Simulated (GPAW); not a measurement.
Input and output of a self-consistent single point for SrAl2 (P1, 6 atoms in the cell) (GPAW).

Level of theory: LDA (Perdew-Wang 92), GPAW PAW datasets LDA (gpaw-data 1.0.1) (plane waves; GPAW 25.7.0).

The change in words: lattice scaled by 0.98. Reference geometry:
```xyz
6
Lattice="0.0000 4.1287 4.1287 4.1287 0.0000 4.1287 4.1287 4.1287 0.0000" Properties=species:S:1:pos:R:3 pbc="T T T"
Sr     0.0285    -0.0265     0.0322
Sr     2.0380     2.0293     2.0912
Al     5.1299     5.1661     5.1954
Al     5.1722     3.1149     3.0309
Al     3.1322     3.1413     5.1813
Al     3.0785     5.1543     3.0484
```

Reference input (self-consistent single point, DFT LDA (Perdew-Wang 92), plane waves, GPAW PAW datasets LDA (gpaw-data 1.0.1)): mode = pw; ecut = 550 eV; xc = LDA; kpts = 4 4 4; mesh shift (steps) = 0 0 0; occupations.name = fermi-dirac; occupations.width = 0.05 eV; nbands = -12; symmetry.symmorphic = false; symmetry.tolerance = 0.0005; maxiter = 150. This run's input differs from it in these lines:

```diff
@@ -5,5 +5,5 @@
 atoms = Atoms(['Sr', 'Sr', 'Al', 'Al', 'Al', 'Al'],
-              cell=[[0.000000, 4.128745, 4.128745],
-                    [4.128745, 0.000000, 4.128745],
-                    [4.128745, 4.128745, 0.000000]],
+              cell=[[0.000000, 4.046170, 4.046170],
+                    [4.046170, 0.000000, 4.046170],
+                    [4.046170, 4.046170, 0.000000]],
               scaled_positions=[[-0.002763, 0.010571, -0.003661],
```

The program printed (abridged):

```
     iter     time        total  log10-change:
                         energy   eigst   dens
iter:   1 --:--:--   -22.563546
iter:   2 --:--:--   -22.611042   -1.52  -1.16
iter:   3 --:--:--   -22.471403   -2.38  -1.21
iter:   4 --:--:--   -22.570586   -1.97  -1.33
iter:   5 --:--:--   -22.447880   -2.78  -1.61
iter:   6 --:--:--   -22.445901   -3.71  -2.30
iter:   7 --:--:--   -22.445526c  -4.28  -2.40
iter:   8 --:--:--   -22.443543c  -4.36  -2.66
iter:   9 --:--:--   -22.443704c  -5.86  -3.08
iter:  10 --:--:--   -22.443423c  -5.26  -3.07
iter:  11 --:--:--   -22.443417c  -6.51  -3.58
iter:  12 --:--:--   -22.443422c  -7.38  -3.62
iter:  13 --:--:--   -22.443403c  -7.33  -3.69
iter:  14 --:--:--   -22.443405c  -7.07  -3.76
iter:  15 --:--:--   -22.443415c  -7.09  -3.83
iter:  16 --:--:--   -22.443410c  -7.84c -3.88
iter:  17 --:--:--   -22.443409c  -7.93c -3.93
iter:  18 --:--:--   -22.443409c  -9.19c -4.06c
Converged after 18 iterations.

Dipole moment: (-9.999611, -8.393223, -10.189757) |e|*Ang

Energy contributions relative to reference atoms: (reference = -199107.155357)

Kinetic:        +29.566877
Potential:      -14.903689
External:        +0.000000
XC:             -36.453679
Entropy (-ST):   -0.032134
Local:           -0.636853
SIC:             +0.000000
--------------------------
Free energy:    -22.459476
Extrapolated:   -22.443409

Showing only first 2 kpts
 Kpt  Band  Eigenvalues  Occupancy
  0    14      4.50058    2.00000
  0    15      4.52545    2.00000
  0    16      4.90615    2.00000
  0    17      4.91044    2.00000

  1    14      4.81731    2.00000
  1    15      5.91701    1.80655
  1    16      5.93765    1.72145
  1    17      6.13042    0.23137

Fermi level: 6.02872

No gap
   [... lines left out ...]
  0 Sr   -0.17131    0.13288   -0.18515
  1 Sr    0.14781    0.20357   -0.11003
  2 Al    0.06903   -0.10964   -0.09956
  3 Al   -0.08135   -0.06659    0.28580
  4 Al   -0.05658   -0.12200   -0.07973
  5 Al    0.09186   -0.03671    0.18801

Stress tensor:
    -0.003643    -0.000353    -0.000061
    -0.000353    -0.003913     0.000789
    -0.000061     0.000789    -0.003668
Stress (GPa, Voigt): [-0.5836 -0.6269 -0.5876  0.1263 -0.0097 -0.0565]
```

The run converged in 18 iterations. GPAW prints stress with tension positive. Against the reference run the free energy drops by 8.2 meV/atom, the pressure goes from -2.47 to 0.60 GPa and the largest force goes from 0.239 to 0.305 eV/Å.

The starting cell comes from a database of computed structures (which also holds hypothetical and non-ambient phases and stackings), without a prior relaxation at this level. Its atoms were displaced at random from the sites of space group no. 227. For this run, on top of that: lattice scaled by 0.98.

Cost on one core of a shared machine: roughly 50 s.
